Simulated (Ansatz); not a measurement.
A zone-centre phonon calculation of YPt2 (Fd-3m, 6 atoms in the cell) with Ansatz (a program for electronic structure).

Method of the run: LDA (PW92), default PAW files made with PBE (plane waves; Ansatz).

```yaml
crystal:
  lattice:
    - [0.00000, 3.82539, 3.82539]
    - [3.82539, 0.00000, 3.82539]
    - [3.82539, 3.82539, 0.00000]
  atoms:
    - { symbol: Y, position: [0.50000, 0.50000, 0.50000] }
    - { symbol: Y, position: [0.75000, 0.75000, 0.75000] }
    - { symbol: Pt, position: [0.62500, 0.12500, 0.12500] }
    - { symbol: Pt, position: [0.12500, 0.12500, 0.62500] }
    - { symbol: Pt, position: [0.12500, 0.62500, 0.12500] }
    - { symbol: Pt, position: [0.12500, 0.12500, 0.12500] }
```

Reference input (self-consistent single point, DFT, PBEsol, plane waves, default PAW files made with PBE): basis.ecutwfc = 30.9 Ry; kpoints.mp_grid.grid = 6 6 6; hamiltonian.xc = pbesol; hamiltonian.pseudopotentials = {kind: paw} (the program's default PAW files); scf.occupations.method = gaussian; scf.occupations.width = 0.0073 Ry. This run's input differs from it in these lines:

Ansatz 0.2 input:
```diff
@@ -18,3 +18,3 @@
 hamiltonian:
-  xc: pbesol
+  xc: lda
   pseudopotentials: { kind: paw }
@@ -22,6 +22,4 @@
   occupations: { method: gaussian, width: 0.0073 Ry }
-output:
-  forces: true
-  eigenvalues: true
-  stress: true
+phonons:
+  method: dfpt
```

The program printed (abridged):

```
SCF iter   1: F=—  HF=-56477.766418 eV  |F-HF|=—  |Δ(HF+E_count)|=         —  Δρ=6.29e-3  dr2=1.63e-2  ethr=1.77e-3  ⟨swp⟩=5.1  Hψ=12331  notcnv=0
all-band conjugate gradients solve this SCF's bands
preconditioner: auto → Resta (q_TF=auto, 2.650 Å⁻¹)
SCF iter   2: F=—  HF=-56477.766137 eV  |F-HF|=—  |Δ(HF+E_count)|=   2.81e-4  Δρ=3.29e-3  dr2=3.79e-3  ethr=1.73e-5  ⟨swp⟩=2.0  Hψ=5171  notcnv=0  defer=3
   [... lines left out ...]
SCF iter   5: F=—  HF=-56477.765258 eV  |F-HF|=—  |Δ(HF+E_count)|=   1.06e-5  Δρ=1.25e-5  dr2=1.49e-7  ethr=5.66e-9  ⟨swp⟩=2.9  Hψ=5558  notcnv=0  defer=3
SCF iter   6: F=—  HF=-56477.765258 eV  |F-HF|=—  |Δ(HF+E_count)|=   1.29e-8  Δρ=2.05e-6  dr2=3.75e-9  ethr=1.59e-10  ⟨swp⟩=1.4  Hψ=4217  notcnv=0  defer=3
SCF iter   7: F=—  HF=-56477.765258 eV  |F-HF|=—  |Δ(HF+E_count)|=  1.38e-10  Δρ=3.84e-7  dr2=9.62e-11  ethr=3.99e-12  ⟨swp⟩=2.1  Hψ=5351  notcnv=0  defer=3
SCF iter   8: F=-56477.765258 eV  HF=-56477.765258 eV  |F-HF|=1.46e-11  |Δ(HF+E_count)|=  3.64e-11  Δρ=6.03e-8  dr2=4.19e-12  ethr=1.00e-12  ⟨swp⟩=8.6  Hψ=16617  notcnv=0
SCF 1 converged in 8 iterations: F = -56477.765258 eV  dr2 = 4.19e-12
DFPT response loops at Γ: preconditioner auto → Kerker (q_TF=auto, 2.650 Å⁻¹) (partly filled bands, converged f_vac=0.000) …
Free energy (F): -56477.765258 eV
Internal energy: -56477.756948 eV  (E = F + TS)
E sigma→0 (E₀):  -56477.761103 eV
Entropy (-TS):   -0.008310 eV (-1.385 meV/atom)
Fermi energy:    18.086522 eV
--- Phonons (Γ-DFPT): 2 representative perturbations + reference, on 68 of 216 k-points (Σ response iterations 7) ---
  k mesh reduced under 2 symmetry operations, with k and −k counted as one. Each operation leaves every solved perturbation unchanged …
  ASR residual: 4.895e-5 → 0.000e0 eV/Å²; symmetrization residual: 1.836e-5 eV/Å²
  ASR residual per site (eV/Å²): 3.42e-5 3.42e-5 4.90e-5 4.90e-5 4.90e-5 4.90e-5
  Γ frequencies (cm⁻¹): 0.00 0.00 0.00 31.45 31.45 31.45 82.29 82.29 82.29 126.16 126.16 150.79 150.79 150.79 170.00 170.00 170.00 217.73
  non-analytic LO–TO correction: not included (Born effective charges unavailable; polar crystals: no LO–TO splitting at Γ)
```

The run converged in 8 iterations. 

Summary of the result:
- Free energy E − TS (on the zero of these files) = -56477.7653 eV
- Fermi level (on the code's own zero) = 18.09 eV
- Zone-centre frequencies (cm⁻¹; negative means imaginary) = 0, 0, 0, 31, 31, 31, 82, 82, 82, 126, 126, 151, 151, 151, 170, 170, 170, 218

The starting cell comes from a database of computed structures (which also holds hypothetical and non-ambient phases and stackings), without a prior relaxation at this level. Spin polarisation is off.

Cost on one core of a shared machine: roughly 2 min.
